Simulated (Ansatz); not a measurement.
LuAg₂ (I4/mmm, No. 139; cell taken from a computed entry), treated with PBEsol (PAW; Ansatz, an electronic-structure program).

Settings: plane-wave cutoff 500 eV, 22×22×22 k mesh, Fermi–Dirac smearing 0.1 eV, no spin polarisation, scalar-relativistic PAW data made under PBE.

Computed at the level's own relaxed cell.

**Question.** Give the computed volume per atom, lattice constant a and c axis length.

**Answer.** 
* **volume per atom**: 19.50 Å³/atom
* **lattice constant a**: 3.602 Å
* **c axis length**: 9.018 Å

The run finds no gap.

Note: the relaxation could not lower the start's symmetry, so the cell can be a saddle point above a distorted one.

Spin–orbit coupling is not included.

Static lattice: no zero-point or thermal effects.
